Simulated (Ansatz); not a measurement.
Worked calculations on one periodic cell of amorphous Zr₂₀O₄₁Be: Zr20O41Be, 62 atoms, volume 788.9 Å³, made by a melt-quench on the CHGNet potential and relaxed with DFT. O atoms were pushed apart under 1.9 Å during the dynamics, to hinder bonds among them. It is a model cell: composition and starting density were chosen by hand, and all elements were melted together. Cycles of charging were run to anneal it. These are PBE, scalar-relativistic without spin-orbit coupling (plane waves to 420 eV, PAW; Ansatz, an electronic-structure program) values and carry that method's errors. Sampling: a 2×2×2 Γ-centred mesh; Fermi-Dirac width 0.02 eV; no spin polarisation. Its volume was held where the quench left it, its shape was free, and it stands at a mean pressure of 2.3 GPa with stress components up to 2.3 GPa; the relaxation ran on the zone centre alone. Its density went from a set 5.24 to 5.24 g/cm³. The cell is small and was quenched far faster than a real film, so it is one sample of the glass.

Task: Count formal charges (Zr +4, O -2, Be +2). What does the count lead one to expect at the Fermi level, and what does the calculation give?

Result: 20 × (+4) + 41 × (-2) + 1 × (+2) = 0. The charges balance, so the anion-derived valence states can be full and a gap can open. On this mesh the highest filled and lowest empty level lie 3.45 eV apart, the PBE gap of this cell, with a localised state at one edge or both.

Four energies for an added electron at PBE on the zone centre alone (charged cells in a uniform background, spin-polarised): neutral at the neutral geometry -107133.567 eV; charged at the neutral geometry -107120.984 eV; charged and relaxed -107121.210 eV; neutral at the charged geometry -107133.187 eV.

Task: Find the two relaxation energies and their sum, the reorganisation energy.

Result: On charging: -107120.984 − (-107121.210) = 0.226 eV. On discharging: -107133.187 − (-107133.567) = 0.380 eV. The sum is 0.606 eV. The carrier's level spreads over 9 of the 62 atoms' worth, so it counts as partly localised, most on one Zr atom with neighbours O 1.96 Å, O 1.99 Å, O 2.15 Å, O 2.19 Å, O 2.21 Å, O 2.29 Å (neutral geometry). The values are uncorrected: the image energy of a point charge in this cell, 2.84 × 14.40 / (2 × 9.2) = 2.2 eV before screening, is screened by electrons alone at the fixed geometry and by ions too after relaxing, and the carrier can be spread before it relaxes, so each term can be off by up to that value times 1/ε∞, some tenths of an eV. PBE's self-interaction favours spread-out carriers, so a hybrid can localise more.

Four energies for a hole at PBE on the zone centre alone (charged cells in a uniform background, spin-polarised): neutral at the neutral geometry -107133.567 eV; charged at the neutral geometry -107142.446 eV; charged and relaxed -107142.762 eV; neutral at the charged geometry -107132.692 eV.

Task: Find the two relaxation energies and their sum, the reorganisation energy.

Result: On charging: -107142.446 − (-107142.762) = 0.316 eV. On discharging: -107132.692 − (-107133.567) = 0.875 eV. The sum is 1.191 eV. The carrier's level spreads over 3 of the 62 atoms' worth, so it counts as localised, most on one O atom with neighbours Zr 2.05 Å, Zr 2.08 Å, Zr 2.18 Å (neutral geometry). The values are uncorrected: the image energy of a point charge in this cell, 2.84 × 14.40 / (2 × 9.2) = 2.2 eV before screening, is screened by electrons alone at the fixed geometry and by ions too after relaxing, and the carrier can be spread before it relaxes, so each term can be off by up to that value times 1/ε∞, some tenths of an eV. PBE's self-interaction favours spread-out carriers, so a hybrid can localise more.
